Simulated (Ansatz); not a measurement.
# Point defect Pb_Si in 4H silicon carbide

The numbers are results of PBE, PAW (plane waves to 420 eV; Ansatz, a quantum-chemistry and plane-wave program), not measurements. A supercell of 96 sites (3×2×1 repeats of a cell of 16 atoms) was used; the energies come from a 2×2×2 shifted sampling of its zone. Site at the start: the Si(k) site. Finite-size correction: monopole term and site-potential alignment. Dielectric constants: PBE linear response of the host. Host gap at this level: 2.23 eV. These values are not converged in cell size to better than tenths of an eV. The semilocal functional narrows the gap, so deep levels can fall outside it. Spin–orbit coupling is left out, which matters for these heavy elements. Each state is the lowest found from its start.

Charges with a result: +1, 0, −1. Others weren't obtained, and one of them could lie lower, also by skipping a charge.

```json
[
 {"charge": "+1*", "moment (μB)": "fractional", "largest move off a lattice site (Å)": "0.28", "image correction with alignment (eV)": "–"},
 {"charge": "0", "moment (μB)": "not spin-polarised", "largest move off a lattice site (Å)": "0.29", "image correction with alignment (eV)": "0.00"},
 {"charge": "−1*", "moment (μB)": "quenched", "largest move off a lattice site (Å)": "0.29", "image correction with alignment (eV)": "–"}
]
```

* At this level the carrier isn't localised at the defect: at charge +1 holes occupy the valence band; at charge −1 electrons occupy the conduction band. Such a state is shallow or no state of the defect, and this cell gives it no level.

Starting moments that weren't kept: charge +1 began with 1 μB and ended with 0.2; charge −1 began with 1 μB and ended with 0.0.

Flagged in the runs: a doubtful potential alignment, a host whose relaxation on this sampling wasn't shown to rest, a strain field that reaches the edge of the cell.
